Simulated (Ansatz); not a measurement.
Cell and atoms of amorphous Ge12Ti10O44:

```
Ti5Ge6O22
1.0
    9.86022     0.00000     0.00000
    0.00000     9.86022     0.00000
    0.00000     0.00000     9.86022
Ge Ti O
12 10 44
Cartesian
  2.26080   7.13846   8.33134
  6.01592   2.47475   7.29368
  0.80836   3.76284   6.87480
  2.57233   8.23438   5.15068
  0.59475   6.45146   6.02350
  5.09888   5.03585   3.00693
  5.18116   3.17894   0.61023
  9.22580   5.59051   2.54455
  0.85559   9.79725   2.84652
  8.10036   8.47165   3.66020
  3.66128   3.18627   5.27684
  7.89966   0.54149   8.87592
  6.22430   0.21324   1.78815
  4.41483   7.26366   0.53239
  4.11890   0.32972   9.23919
  9.35122   7.97585   0.40231
  7.67140   4.58757   4.90955
  0.91503   1.76695   9.76399
  5.18639   5.41728   7.80095
  2.01955   4.73931   1.00983
  7.36135   7.83434   6.74734
  5.13903   0.03871   4.37110
  9.32626   9.70474   3.96418
  4.38128   1.61537   5.01585
  6.92253   8.62951   5.04823
  9.49014   4.79302   5.82629
  6.23044   5.52581   4.26108
  1.94547   3.13232   5.66797
  9.56572   0.25167   9.43572
  2.67205   6.23304   0.04700
  3.75480   4.23258   3.86003
  3.58879   3.85645   0.93252
  2.52286   1.24085   9.21481
  6.61669   6.17373   6.89587
  9.01785   7.42441   6.40215
  0.62380   8.39723   1.73427
  4.45124   6.47741   2.21158
  8.75128   6.77784   3.84885
  3.29979   8.44779   9.07371
  7.52815   8.68330   8.40873
  5.30858   8.90258   0.38511
  4.63055   9.40011   2.78849
  7.24591   1.18886   0.50561
  4.98274   1.04052   7.81427
  5.46489   6.16198   9.47172
  4.25865   8.50244   5.43102
  1.33795   5.47197   7.40831
  5.87613   3.59761   8.83361
  6.06273   3.95625   1.92644
  0.89152   3.62731   0.25162
  1.68551   8.02575   6.76616
  4.57284   3.69731   6.77215
  0.56130   7.47026   8.98473
  4.77744   1.46622   0.83759
  1.68527   6.73645   4.62751
  6.61168   0.83711   3.43498
  2.16229   9.57047   4.03152
  6.93448   3.26504   5.85106
  1.03290   1.30724   1.77310
  1.08957   5.24346   2.50160
  0.31194   2.51039   7.92205
  8.44388   4.16656   3.30874
  8.76766   6.28816   0.99049
  3.75865   6.34547   7.43787
  7.54293   8.61515   1.97403
  7.56480   1.54806   7.48666
```

Methods: PBE, scalar-relativistic without spin-orbit coupling (Ansatz, a program for electronic structure); r2SCAN, scalar-relativistic without spin-orbit coupling (Ansatz); HSE06, scalar-relativistic without spin-orbit coupling (Ansatz). Neutral PBE cell, which sets geometry, pressure and energy: sampling: a 2×2×2 Γ-centred mesh; Fermi-Dirac width 0.02 eV; no spin polarisation. Exact exchange is cut at the faces of this 10 Å cell, which leaves hybrid gaps a finite-size error.

A CHGNet melt-quench gave the starting glass, which DFT then relaxed. O atoms were pushed apart under 1.9 Å during the dynamics, to hinder bonds among them. The hot cell started wider than the set density and was brought back towards it in steps. It is the lowest in DFT energy of 2 quenches. It is a model cell: composition and starting density were chosen by hand, and all elements were melted together. No dispersion term was used. Its density started from a set value of 3.82 and ended at 3.56 g/cm³. Cooling (nominally 360 K/ps over its main leg) ran many orders faster than in experiment, which tends to leave more defects and strain. Values belong to this one cell and scatter from quench to quench. The volume was free in the relaxation, at fixed shape.

**Question.** Give the pressure and the spacing of the highest filled and lowest empty levels.

**Answer.** 
```json
{
  "Pressure on a 2×2×2 Γ-centred mesh": "0.1 kbar",
  "Largest force and stress component on that mesh (the relaxation ran on the zone centre alone)": "0.04 eV/Å and 2.1 GPa",
  "Level gap on a 2×2×2 Γ-centred mesh (PBE)": "2.83 eV",
  "Level gap at the zone centre (PBE)": "2.83 eV",
  "Level gap at the zone centre (r2SCAN)": "3.31 eV",
  "Level gap at the zone centre (HSE06)": "4.54 eV",
  "Distance between the nearest levels spread over more than a fifth of the atoms or a third of the atoms of their main element (six at least) (PBE, zone centre)": "3.09 eV"
}
```

**Question.** At PBE and the zone centre, how localised are the states just below and above the Fermi level (participation number: the atoms over which a state spreads)?

**Answer.** The highest filled state is spread over 5.2 atoms' worth, largest on O43, with weights by element (charge in smoothed Voronoi cells) O 0.96, Ti 0.02, Ge 0.01. The lowest empty state is spread over 25.9 atoms' worth, largest on Ti17, with weights by element (charge in smoothed Voronoi cells) O 0.44, Ti 0.34, Ge 0.22.

At PBE the levels at the filled edge of the gap are localised (band-tail or defect states), and the nearest spread-out levels lie 3.1 eV apart at the zone centre.

Cut-offs for bonds: Ge-Ge 2.81 Å, Ge-Ti 2.88 Å, Ge-O 2.26 Å, Ti-Ti 3.12 Å, Ti-O 2.44 Å, O-O 1.58 Å. Two cations that share two anions don't count as bonded, nor two that share one unless they lie closer than Ge-Ge 2.57 Å, Ge-Ti 2.80 Å, Ti-Ti 3.04 Å.
